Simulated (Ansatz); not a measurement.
Computed paths: Au vacancy in fcc Au, neutral cell

Consider Au vacancy in fcc Au, neutral cell. Level of theory: PBE, PAW (plane waves to 420 eV; Ansatz, an electronic-structure program).

32-site cell at the relaxed PBE lattice, a 3×3×3 k-point mesh shifted by half a step, smearing 0.10 eV, spin-restricted, no finite-size correction. No zero-point or tunnelling terms. Spin-orbit coupling is left out. Forms of the defect that were not tried may lie lower.

Barriers: single points on a 4×4×4 k-point mesh shifted by half a step at the bands' geometries (they differ from the bands' own by up to 0.05 eV, and are uncertain by about as much).

| Route | Start site over the lowest site run (eV) | Hop (Å) | Forward barrier (eV) | Backward barrier (eV) | Neighbours at the start | Neighbours at the saddle | Saddle order | Forward, on the band's own sampling (eV) |
|---|---|---|---|---|---|---|---|---|
| a nearby Au atom hops onto the vacant site | 0.00 | 2.82 | 0.58 | 0.58 | 4 Au at 2.88, 2 Au at 2.94, 4 Au at 2.96, Au at 2.99 Å | 4 Au at 2.69, 2 Au at 3.18, 2 Au at 3.19 Å | not checked, on a symmetry element | 0.52 |

Paths come from nudged elastic bands with a climbing image.  A band can be held on a symmetry element, so unchecked saddle points there may be too high.

The whole set of runs took about 2.3 core-hours (a rough figure).
